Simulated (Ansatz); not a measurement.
Data:

End structure of a constructed model of the (111) surface of fcc Cu, a layer of Mo in place of the second plane (bottom of the slab: a bare face, its two planes held):

```yaml
crystal:
  lattice:
    - [2.56680, 0.00000, 0.00000]
    - [-1.28340, 2.22291, 0.00000]
    - [0.00000, 0.00000, 27.00000]
  atoms:
    - { symbol: Cu, position: [0.33333, 0.66667, 0.30106] }
    - { symbol: Cu, position: [0.66667, 0.33333, 0.37868] }
    - { symbol: Cu, position: [0.00000, 0.00000, 0.45626] }
    - { symbol: Cu, position: [0.33333, 0.66667, 0.53403] }
    - { symbol: Mo, position: [0.66667, 0.33333, 0.61998] }
    - { symbol: Cu, position: [0.00000, 0.00000, 0.70567] }
```

Slab: 6 atoms, 10.7 Å thick at the start with caps and adatoms (thin: gaps and levels are the slab's own); k 17x17x1, smearing 0.1 eV, dipole-corrected; 2 atoms held, the rest relaxed; start symmetry kept, larger cells not searched; no spin, no spin-orbit, no U. In PBE it lies 0.17 eV a 1x1 cell over the lowest computed structure of the same composition (a layer of Mo in place of the third plane).

### Question
What is the computed work function of the top face (PBE run with Ansatz, a first-principles code)?

### Answer
4.93 eV
